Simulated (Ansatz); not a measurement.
Consider MoS₂ (space group P6_3/mmc, No. 194; a = 3.1493 Å, c = 12.0895 Å; layered, stacked along the Cartesian z axis). Axes: x lies along a and z along c of the hexagonal cell.

The values are results of DFT with PBE-D3(BJ), PAW potentials and a 420 eV plane-wave cutoff in Ansatz (an electronic-structure program), without spin-orbit coupling, not measurements.

Strains are applied to the cell and any free atomic positions relax; under biaxial strain the out-of-plane vector relaxes too.

One change was made to it. Results:

The valence-band top at Γ (three highest levels, from the VBM) goes from 0.00, -1.11, -1.29 eV to 0.00, -1.12, -1.32 eV; the gap character is still indirect, Γ → K–Γ (44 % along); the pressure (mean of the normal stresses, compression positive) goes from zero to 1.15 GPa; the hole mass becomes 0.98 mₑ out of plane, 0.66 mₑ in plane (at Γ) (base: 1.0 mₑ along c, 0.61 mₑ across (at Γ)); the band gap rises by 0.013 eV (0.77 eV → 0.79 eV).

**Question.** Which change produced these results?
A. biaxial strain −0.60 %, plane normal [001], relaxed out of plane
B. biaxial strain −3.00 %, plane normal [001], relaxed out of plane
C. biaxial strain −2.40 %, plane normal [001], relaxed out of plane
D. biaxial strain −1.80 %, plane normal [001], relaxed out of plane

**Answer.** A, biaxial strain −0.60 %, plane normal [001], relaxed out of plane. For comparison, the valence-band top at Γ in the other runs: biaxial strain −2.40 %, plane normal [001], relaxed out of plane gives 0.00, -1.15, -1.43 eV; biaxial strain −3.00 %, plane normal [001], relaxed out of plane gives 0.00, -1.16, -1.47 eV; biaxial strain −1.80 %, plane normal [001], relaxed out of plane gives 0.00, -1.15, -1.40 eV.

Masses are band curvatures over ±0.01 Å⁻¹ around the edge. No phonon test of stability was made.
